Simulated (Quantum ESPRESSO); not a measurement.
Quantum ESPRESSO 7.5, DFT, PBE, plane waves, PseudoDojo 0.5 standard norm-conserving PBE (local tails restored to the Coulomb form): bcc W, atoms displaced, 2 atoms. Basis and mesh were picked for this test and aren't claimed converged.

* **cell**: 3.17, 3.17, 3.17 Å; 90, 90, 90°
* **distance to the nearest atom**: 2.69 to 2.69 Å
* **task**: scf
* **k mesh**: 8×8×8
* **ecutwfc**: 74 Ry
* **ecutrho**: 296 Ry
* **occupations**: smearing
* **smearing**: mv
* **degauss**: 0.02 Ry
* **conv_thr**: 2e-09 Ry
* **tprnfor**: true
* **tstress**: false
* **diagonalization**: david (default)
* **mixing_mode**: plain (default)
* **mixing_beta**: 0.7 (default)
* **mixing_ndim**: 8 (default)
* **k-points computed**: 260
* **bands**: 18
* **electrons**: 28
* **G-vectors of the density**: 18349
* **FFT grid**: 36×36×36

Machine: one whole node, AMD EPYC (Zen 5), 96 cores on 1 socket, no SMT, 12 L3 cache groups.

Wall times, medians of two to five repeats, each run alone on the node (launch to exit). Processes are pinned to neighbouring cores unless said otherwise. Build: conda-forge: Open MPI 5.0, OpenMP, OpenBLAS 0.3.34 (pthreads), FFTW, ScaLAPACK, ELPA. Other compilers and libraries give other times. Scratch files lie in a memory file system.

First run (96 ranks, -nk 96):

```
     init_run     :      0.48s CPU      0.55s WALL (       1 calls)
     electrons    :      2.03s CPU      2.12s WALL (       1 calls)
     forces       :      0.05s CPU      0.05s WALL (       1 calls)

     Called by init_run:
     wfcinit      :      0.17s CPU      0.18s WALL (       1 calls)
     potinit      :      0.03s CPU      0.08s WALL (       1 calls)
     hinit0       :      0.28s CPU      0.28s WALL (       1 calls)

     Called by electrons:
     c_bands      :      1.44s CPU      1.49s WALL (      11 calls)
     sum_band     :      0.21s CPU      0.23s WALL (      11 calls)
     v_of_rho     :      0.12s CPU      0.18s WALL (      11 calls)
     mix_rho      :      0.01s CPU      0.01s WALL (      11 calls)

     Called by c_bands:
     init_us_2    :      0.08s CPU      0.10s WALL (      72 calls)
     cegterg      :      0.77s CPU      0.81s WALL (      33 calls)

     Called by *egterg:
     cdiaghg      :      0.04s CPU      0.04s WALL (     141 calls)
     h_psi        :      0.77s CPU      0.81s WALL (     147 calls)
     g_psi        :      0.01s CPU      0.01s WALL (     111 calls)

     Called by h_psi:
     h_psi:calbec :      0.05s CPU      0.05s WALL (     147 calls)
     vloc_psi     :      0.67s CPU      0.68s WALL (     147 calls)
     add_vuspsi   :      0.05s CPU      0.05s WALL (     147 calls)

     General routines
     calbec       :      0.05s CPU      0.06s WALL (     159 calls)
     fft          :      0.18s CPU      0.18s WALL (     121 calls)
     ffts         :      0.00s CPU      0.00s WALL (      11 calls)
     fftw         :      0.67s CPU      0.68s WALL (    3696 calls)

     Parallel routines

     PWSCF        :      2.64s CPU      2.84s WALL
```

Second run:

```
     init_run     :      0.70s CPU      0.74s WALL (       1 calls)
     electrons    :     19.10s CPU     20.12s WALL (       1 calls)
     forces       :      0.18s CPU      0.19s WALL (       1 calls)

     Called by init_run:
     wfcinit      :      0.64s CPU      0.68s WALL (       1 calls)
     potinit      :      0.01s CPU      0.01s WALL (       1 calls)
     hinit0       :      0.04s CPU      0.05s WALL (       1 calls)

     Called by electrons:
     c_bands      :     16.61s CPU     17.49s WALL (      10 calls)
     sum_band     :      2.47s CPU      2.61s WALL (      10 calls)
     v_of_rho     :      0.01s CPU      0.02s WALL (      10 calls)
     mix_rho      :      0.01s CPU      0.01s WALL (      10 calls)

     Called by c_bands:
     init_us_2    :      0.05s CPU      0.05s WALL (    5720 calls)
     cegterg      :     16.29s CPU     17.17s WALL (    2600 calls)

     Called by *egterg:
     cdiaghg      :      2.35s CPU      2.46s WALL (   10369 calls)
     h_psi        :     12.35s CPU     13.04s WALL (   10889 calls)
     g_psi        :      0.01s CPU      0.02s WALL (    8029 calls)

     Called by h_psi:
     h_psi:calbec :      1.09s CPU      1.16s WALL (   10889 calls)
     vloc_psi     :     11.12s CPU     11.73s WALL (   10889 calls)
     vloc_psi:tg_ :      0.01s CPU      0.01s WALL (   10889 calls)
     add_vuspsi   :      0.08s CPU      0.09s WALL (   10889 calls)

     General routines
     calbec       :      1.24s CPU      1.31s WALL (   11929 calls)
     fft          :      0.04s CPU      0.05s WALL (     111 calls)
     ffts         :      0.00s CPU      0.00s WALL (      10 calls)
     fftw         :     12.79s CPU     13.48s WALL (  296050 calls)

     Parallel routines
     fft_scatt_xy :      0.57s CPU      0.60s WALL (  296171 calls)
     fft_scatt_yz :     10.39s CPU     10.93s WALL (  296171 calls)
     fft_scatt_tg :      0.24s CPU      0.25s WALL (  296050 calls)

     PWSCF        :     22.86s CPU     24.02s WALL
```

Q: Which of these changes turns the first timing block into the second?
A. -nk 3
B. -nk 24
C. -nk 1
D. -nk left out (the program takes 6)

A: C, -nk 1. The largest move is in FFTs of H·ψ (vloc_psi): 0.68 s to 12 s. The other changes gave 7.9 s (-nk 3), 2.9 s (-nk 24), 4.3 s (-nk left out (the program takes 6)), against 25 s here and 3.6 s at first.
